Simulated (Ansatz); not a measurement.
By PBEsol, the system below comes out a metal.

Data:

```xyz
2
Lattice="2.6144 0.0000 0.0000 -1.3072 2.2641 0.0000 0.0000 0.0000 4.8732" Properties=species:S:1:pos:R:3 pbc="T T T"
Zn     0.0000     1.5094     1.2183
Zn     1.3072     0.7547     3.6549
```

The cell is taken as given; by PBEsol it stands under a pressure of -1.4 GPa.

The current flows along the normal of the first two printed cell vectors, the (001) plane of the conventional cell. No spin-orbit coupling; the value is a mean over 0.1 eV about the Fermi level.

### Question
Predict the ballistic conductance per area from PBEsol (Ansatz, a program for electronic structure).

### Answer
0.84 × 10¹⁵ S/m² for both spins.
